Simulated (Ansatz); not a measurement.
**Mn₃Si (Fm-3m, No. 225)**

Level of theory: PBEsol (Ansatz, a program for electronic structure, plane waves, PAW).

Run with plane-wave cutoff 520 eV, 18×18×18 k mesh, Fermi–Dirac smearing 0.05 eV, spin-polarised start, scalar-relativistic PAW data made under PBE.

Cell (relaxed at this level):

```
Mn3Si
1.0
    0.00000     2.78193     2.78193
    2.78193     0.00000     2.78193
    2.78193     2.78193     0.00000
Mn Si
3 1
Cartesian
  1.39097   1.39097   1.39097
  4.17290   4.17290   4.17290
  2.78193   2.78193   2.78193
  0.00000   0.00000   0.00000
```

For Mn₃Si (Fm-3m, No. 225), the band gap is zero (no gap) and the bulk modulus B0 comes out as 226 GPa.

Note: the magnetic order was assumed, not searched for or taken from measurement; the bulk modulus is −V dP/dV from two relaxed cells at ±2 % in volume; the volume lies 8 % below that of the published cell.

The computed numbers hold no vibrational or temperature effects.
